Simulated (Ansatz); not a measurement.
**Response to strain in hypothetical CsCl type TaAs**

Consider TaAs in the CsCl type structure (space group Pm-3m, No. 221; a hypothetical phase, not in the database extracts checked; relaxed with 0.1 eV smearing).

```
CELL_PARAMETERS angstrom
      3.17835     0.00000     0.00000
      0.00000     3.17835     0.00000
      0.00000     0.00000     3.17835
ATOMIC_POSITIONS crystal
  Ta 0.00000 0.00000 0.00000
  As 0.50000 0.50000 0.50000
```

Cartesian axes are those of the cell as printed.

Strains are applied to the cell and any free atomic positions relax; under biaxial strain the out-of-plane vector relaxes too.

Method: Ansatz (an electronic-structure program) PBEsol, no SOC.

Notes on the quantities. energy relative to the base: free energy F; pressure: mean of the normal stresses, compression positive.

| variant | energy relative to the base | shortest interatomic distance | pressure | space group |
|---|---|---|---|---|
| base | 0 meV/atom | 275.3 pm | 0.0 GPa | Pm-3m (No. 221) |
| biaxial strain +2.46 %, plane normal [001], relaxed out of plane | +25 meV/atom | 278.7 pm | -6.4 GPa | P4/mmm (No. 123) |
| biaxial strain −0.66 %, plane normal [110], relaxed out of plane | +1.9 meV/atom | 273.4 pm | 1.9 GPa | Cmmm (No. 65) |
| biaxial strain −2.18 %, plane normal [111], relaxed out of plane | +20 meV/atom | 270.4 pm | 6.4 GPa | R-3m (No. 166) |
| biaxial strain −1.99 %, plane normal [111], relaxed out of plane | +17 meV/atom | 270.8 pm | 5.8 GPa | R-3m (No. 166) |
| isotropic strain −0.92 % | +7.7 meV/atom | 272.7 pm | 5.7 GPa | Pm-3m (No. 221) |
| isotropic strain +2.66 % | +57 meV/atom | 282.6 pm | -12.9 GPa | Pm-3m (No. 221) |
| tensor shear ε_yz = +3.92 % | +39 meV/atom | 268.1 pm | 1.4 GPa | Cmmm (No. 65) |
| tensor shear ε_xy = −2.51 % | +16 meV/atom | 270.7 pm | 0.6 GPa | Cmmm (No. 65) |
| tensor shear ε_xy = +1.12 % | +3.2 meV/atom | 273.2 pm | 0.1 GPa | Cmmm (No. 65) |

No phonon test of stability was made. All final runs are without spin polarisation.
